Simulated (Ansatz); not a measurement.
Reference: Mg₂Si (Fm-3m), HSE06, rigid bands (plane waves, PAW, scalar-relativistic; Ansatz, a quantum-chemistry and plane-wave program); geometry: cell and atoms relaxed with PBEsol.

```
CELL_PARAMETERS angstrom
      0.00000     3.16271     3.16271
      3.16271     0.00000     3.16271
      3.16271     3.16271     0.00000
ATOMIC_POSITIONS crystal
  Mg 0.25000 0.25000 0.25000
  Mg 0.75000 0.75000 0.75000
  Si 0.00000 0.00000 0.00000
```

The band gap is 0.56 eV, the electron conductivity mass is 0.27 mₑ and the Seebeck coefficient, n-type 1e19 cm⁻³ is -234 μV/K.

### Question
Replace Si by Ge on the same sites and relax. What happens?

### Answer
Mg2Ge (Fm-3m): volume per atom 21.1 to 21.5 Å³; band gap falls (0.56 eV to 0.51 eV); electron conductivity mass stays about the same (0.27 mₑ to 0.26 mₑ); Seebeck coefficient, n-type 1e19 cm⁻³ stays about the same (-234 μV/K to -226 μV/K).

Moves up to 5 % count as about the same. Masses are for dilute carriers at 300 K, harmonic means over directions unless an axis is named. Seebeck coefficients are for the stated density at 300 K, with one relaxation time for all states and whether or not that doping can be reached. Spin-orbit coupling is left out.
